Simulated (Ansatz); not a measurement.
**Os: element substitutions**

The reference is Os in the fcc (Cu type) structure (space group Fm-3m, No. 225; a = 3.8205 Å).

Each row replaces one element on all its sites; cell and atoms are relaxed.

Method: PBEsol (Ansatz, a quantum-chemistry and plane-wave program, PAW, spin-orbit coupling left out).

For the base:

| Item | Result |
|---|---|
| Lattice parameter a | 3.821 Å |

Task: The aim is a lattice parameter a between 2.220 Å and 2.396 Å. Which of these changes reaches it?
A. Os → Pt
B. Os → S
C. Os → H

Result: C, Os → H. It gives 2.268 Å; Os → S gives 3.908 Å; Os → Pt gives 3.918 Å. Changes not listed may reach it too

Whether these cells are dynamically stable was not tested. As relaxed here, S is a hypothetical phase, not in the database extracts checked. The final runs are not spin-polarised. Pt lies near a magnetic instability that expansion can trigger; it was not tested. This is not the structure that Os has at room temperature and ambient pressure.
